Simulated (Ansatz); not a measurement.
LiC (Immm, No. 71; cell taken from a computed entry), treated with PBEsol (PAW; Ansatz, a program for electronic structure).

Settings: plane-wave cutoff 500 eV, 14×14×14 k mesh, gaussian smearing 0.02 eV, scalar-relativistic PAW data made under PBE.

Computed at the level's own relaxed cell.

Problem. What does this level give for the volume per atom and band gap?

Solution. 
volume per atom: 11.39 Å³/atom
band gap: 3.17 eV (on the SCF k mesh)

Note: the relaxation could not lower the start's symmetry, so the cell can be a saddle point above a distorted one.

The computed numbers hold no vibrational or temperature effects.

It cost roughly 120 core-seconds of CPU time.
